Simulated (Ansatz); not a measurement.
# BaTiO3, pressure series

Take BaTiO3 in the cubic perovskite structure (space group Pm-3m, No. 221) as the base.

```
BaTiO3
1.0
    3.99404     0.00000     0.00000
    0.00000     3.99404     0.00000
    0.00000     0.00000     3.99404
Ba Ti O
1 1 3
Direct
  0.00000   0.00000   0.00000
  0.50000   0.50000   0.50000
  0.00000   0.50000   0.50000
  0.50000   0.50000   0.00000
  0.50000   0.00000   0.50000
```

Cell and atoms are relaxed at each pressure.

Level of theory: r2SCAN (Ansatz, a quantum-chemistry and plane-wave program; PAW; 500 eV plane waves; spin-orbit coupling left out).

Notes on the quantities. enthalpy: H = E + PV relative to the base's energy.

```tsv
case	density	band gap	enthalpy
base	6.08 g/cm³	2.17 eV	–
pressure −2 GPa	6.01 g/cm³	2.14 eV	-0.16 eV/atom
pressure −1 GPa	6.04 g/cm³	2.16 eV	-0.08 eV/atom
pressure 3 GPa	6.18 g/cm³	2.21 eV	+0.24 eV/atom
pressure 7 GPa	…	…	+0.55 eV/atom
pressure 15 GPa	6.52 g/cm³	2.35 eV	+1.15 eV/atom
pressure 30 GPa	6.89 g/cm³	2.41 eV	+2.23 eV/atom
pressure 50 GPa	7.31 g/cm³	2.44 eV	+3.59 eV/atom
pressure 75 GPa	7.75 g/cm³	2.43 eV	+5.20 eV/atom
pressure 100 GPa	8.13 g/cm³	2.39 eV	+6.72 eV/atom
```

Task: What belongs in the blanks?

Result: 
- pressure 7 GPa, density: 6.30 g/cm³
- pressure 7 GPa, band gap: 2.26 eV

Load acts through the strain it causes; cell and atoms are relaxed under it. No phonon test of stability was made. No other phases were tried under pressure. All final runs are without spin polarisation. Many cubic perovskites are stable only at high temperature; tilts and polar distortions were not tested. This is not the structure that BaTiO3 has at room temperature and ambient pressure.
